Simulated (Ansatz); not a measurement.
**Response to strain in SiC**

Consider SiC in the zinc blende structure (space group F-43m, No. 216).

```
CELL_PARAMETERS angstrom
      0.00000     2.17817     2.17817
      2.17817     0.00000     2.17817
      2.17817     2.17817     0.00000
ATOMIC_POSITIONS crystal
  Si 0.00000 0.00000 0.00000
  C  0.25000 0.25000 0.25000
```

Cartesian axes are those of the cell as printed.

Strains are applied to the cell and any free atomic positions relax; under biaxial strain the out-of-plane vector relaxes too.

Method: DFT with r2SCAN, PAW potentials and a 500 eV plane-wave cutoff in Ansatz (a first-principles code), no spin-orbit coupling.

Candidates:
(a) biaxial strain +3.00 %, plane normal [001], relaxed out of plane
(b) biaxial strain +1.00 %, plane normal [001], relaxed out of plane
(c) biaxial strain +2.00 %, plane normal [001], relaxed out of plane

For the base:

```
Item                  Result
-------------------  -------
Smallest direct gap  5.05 eV
```

Question: Order them by smallest direct gap, highest first.

Answer: (b) biaxial strain +1.00 %, plane normal [001], relaxed out of plane (5.01 eV), (c) biaxial strain +2.00 %, plane normal [001], relaxed out of plane (4.97 eV), (a) biaxial strain +3.00 %, plane normal [001], relaxed out of plane (4.94 eV)

Stability against distortions was not tested.
